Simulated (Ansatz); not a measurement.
ZnSe (F-43m), PBEsol with spin-orbit coupling, rigid bands (Ansatz, a first-principles code): Condition of this run: hydrostatic pressure 5 GPa (the target of the relaxation). band gap 1.38 eV, N_c = 9.28e17 cm⁻³ and N_v = 2.21e19 cm⁻³ at 300 K, conductivity masses of 0.112 mₑ (electrons) and 0.601 mₑ (holes). Take k_BT = 0.02585 eV.

Question: Find the intrinsic carrier density and the intrinsic Fermi level.

Answer: n_i = √(N_c N_v) exp(−E_g/2k_BT) = 4.53e18 × exp(−26.69) = 1.2e7 cm⁻³. The level lies (k_BT/2) ln(N_v/N_c) = 41 meV from mid-gap (positive towards the conduction band). Each 0.1 eV added to the gap lowers n_i by a factor of 6.9.

Question: What built-in voltage has an abrupt junction with N_A = 1e17 and N_D = 1e17 cm⁻³, all dopants ionised?

Answer: V_bi = E_g/e − (k_BT/e) ln(N_c N_v/(N_A N_D)) = 1.38 − 0.02585 × 7.63 = 1.18 V. It follows the computed gap one for one.

Question: What thermal injection velocity √(2k_BT/πm) limits a ballistic channel?

Answer: 1.61e7 cm/s for electrons and 6.94e6 cm/s for holes, a ratio of √(m_h/m_e) = 2.32, for dilute carriers.

Rigid, parabolic bands with the computed gap; masses take one relaxation time for all states.
